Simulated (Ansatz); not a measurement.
## A computed series for hypothetical R-3m CaC6: response to strain

Base system: CaC₆ (space group R-3m, No. 166; a = 4.326 Å, c = 13.294 Å (hexagonal axes); a hypothetical phase, not in the database extracts checked). Axes: x lies along a and z along c of the hexagonal cell.

Strains are applied to the cell and any free atomic positions relax; under biaxial strain the out-of-plane vector relaxes too.

Levels (all Ansatz, a program for electronic structure, PAW): PBEsol (420 eV, spin-orbit coupling left out); r2SCAN (500 eV, scalar-relativistic without spin-orbit coupling).

Pressures by level, all at the geometries relaxed with PBEsol:

| case | PBEsol | r2SCAN |
|---|---|---|
| base | 0.0 GPa | 0.9 GPa |
| biaxial strain −3.91 %, plane normal [001], relaxed out of plane | 25.6 GPa | 26.6 GPa |
| isotropic strain +0.77 % | -4.8 GPa | -4.0 GPa |
| uniaxial strain ε_xx = +3.94 % | -10.3 GPa | ___ |
| uniaxial strain ε_zz = −0.53 % | 0.4 GPa | ___ |

Question: Complete the table.

Answer: 
- uniaxial strain ε_xx = +3.94 %, r2SCAN: -9.5 GPa
- uniaxial strain ε_zz = −0.53 %, r2SCAN: 1.3 GPa

Single points use the geometry relaxed with PBEsol. Their cutoffs differ, which shifts pressures a little. Without a gap, meshes like the base's 13×13×13 leave anisotropic stresses uncertain by several tenths of a GPa, and small strain energies with them. Stability against distortions was not tested. The final runs are not spin-polarised.
